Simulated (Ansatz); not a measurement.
Consider the formation energy of NaH (rock salt, Fm-3m) from the elements. Reaction: Na (bcc) + 1/2 H2 (gas) → NaH (rock salt). A negative value means that the right-hand side lies lower. The value is per atom of the solid.

Na (bcc, Im-3m), 1 atom in the cell, k-point mesh 20×20×20 on the run's own vectors. Conventional cell: a = b = c = 4.208 Å, α = β = γ = 90.00°.

NaH (rock salt, Fm-3m), 2 atoms in the cell, k-point mesh 12×12×12 on the run's own vectors.
```cif
data_H4Na4
_chemical_formula_sum 'Na4 H4'
_space_group_name_H-M_alt 'Fm-3m'
_space_group_IT_number 225
_space_group_name_Hall '-F 4 2 3'
_cell_length_a 4.83091
_cell_length_b 4.83091
_cell_length_c 4.83091
_cell_angle_alpha 90.000
_cell_angle_beta 90.000
_cell_angle_gamma 90.000
loop_
_atom_site_label
_atom_site_type_symbol
_atom_site_symmetry_multiplicity
_atom_site_Wyckoff_symbol
_atom_site_fract_x
_atom_site_fract_y
_atom_site_fract_z
_atom_site_occupancy
Na1 Na 4 a 0.00000 0.00000 0.00000 1
H1 H 4 b 0.50000 0.50000 0.50000 1
```
(The calculation used a cell of 2 atoms; values per cell refer to that cell.)

An isolated H2 molecule (singlet) in a box of 11 × 11 × 13 Å.

Computed with Ansatz (plane waves, PAW), its default PAW set, cutoff 420 eV, 500 eV for r2SCAN. The structures are at rest with PBE; other levels are single points on them. HSE06 runs on coarser k-point meshes, mended by the PBE difference between the two meshes. Some cells are metallic or hold partly filled levels, where a hybrid on a coarse mesh is less sure. Neutral cells; Fermi-Dirac smearing of at most 0.10 eV in the solids, energies taken to zero width. The lattices are those relaxed with PBE, so at other levels the solids can be strained, which adds to the spread. A dispersion term (D3(BJ), or D4 for r2SCAN) was computed beside these levels and is taken off wherever the name lacks it. Static lattices, no vibrational contributions.

**Question.** Predict the value from r2SCAN.

**Answer.** -0.29 eV/atom, for Na (bcc) + 1/2 H2 (gas) → NaH (rock salt).

**Question.** How does the value move with the functional?

**Answer.** 
```tsv
Method	value (eV/atom)	less r2SCAN
HSE06	-0.23	0.06
```

The levels shown span 0.06 eV/atom, from r2SCAN (-0.29) to HSE06 (-0.23).

Ansatz is a program for electronic structure.
